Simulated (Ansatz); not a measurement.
Given:

```
CELL_PARAMETERS angstrom
      3.12859     0.00000     0.00000
      0.00000     5.01696     0.00000
      1.56430     0.00000     2.70944
ATOMIC_POSITIONS crystal
  Al 0.66667 0.50071 0.66667
  Al 0.33333 0.00071 0.33333
  N  0.66667 0.11929 0.66667
  N  0.33333 0.61929 0.33333
```

Space group of this cell: P6_3mc, wurtzite. The cell is taken as given; by r2SCAN its mean pressure is -4.4 GPa.

All values below come from r2SCAN (plane waves, PAW; Ansatz, a first-principles code).

The current runs along the normal of the first two printed vectors; no spin-orbit coupling. Scaled by the factor s: all lengths (ions clamped). Meshes 12×6×12 and 10×6 across the current in all rows.

| s | mean pressure (GPa) | band gap (eV) |
|---|---|---|
| 0.98 | 8.9 | 5.25 |
| 1.00 | -4.4 | 4.69 |
| 1.02 | -14.6 | ? |

Take the slope of the band gap against ln s from the two given rows, extrapolate to s = 1.02, and say what the run there gives.

Slope = (5.25 − 4.69) / ln 0.98 = -27.7 eV. The line gives 4.69 + (-27.7) × ln 1.02 = 4.14 eV. The run gives 4.15 eV, 0.01 eV over the line, 2 % of the predicted step.
